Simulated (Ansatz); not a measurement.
Structures of equal composition on the (111)B surface of zinc-blende BP (P plane on top): 2x2 Si adatom at H3; 2x2 Si adatom at T4. The slabs share one bottom face, and each structure is named by its start. These are constructed structures in small cells; real faces may alloy, dewet or reconstruct in larger ones, and not all known structures of the face are among them. Slabs of about 14 Å with all that they carry, Fermi-Dirac smearing of 0.025 eV. Bottom of the slabs: H caps. Relaxed from the named starts with such symmetry as they have, on meshes of like density; energies extrapolated to zero smearing; no spin-orbit coupling, no U. Spin-polarised runs, if any, are marked in brackets, and their order is one that fits the cell; the others ran without spin. Where a second, spin-polarised start was run, the lower counts.

Host crystal: zinc-blende BP, with a band gap (PBE, scalar-relativistic without spin-orbit coupling).

Calculation: PBE (plane waves to 420 eV, PAW; Ansatz, a quantum-chemistry and plane-wave program).

### Question
Rank these by energy per 1x1 cell (lowest first), as PBE gives it.

### Answer
2x2 Si adatom at T4 (0.000 eV [spin start, no net moment], no gap over 0.04 eV on the mesh), 2x2 Si adatom at H3 (0.083 eV [spin start, no net moment], no gap over 0.04 eV on the mesh)
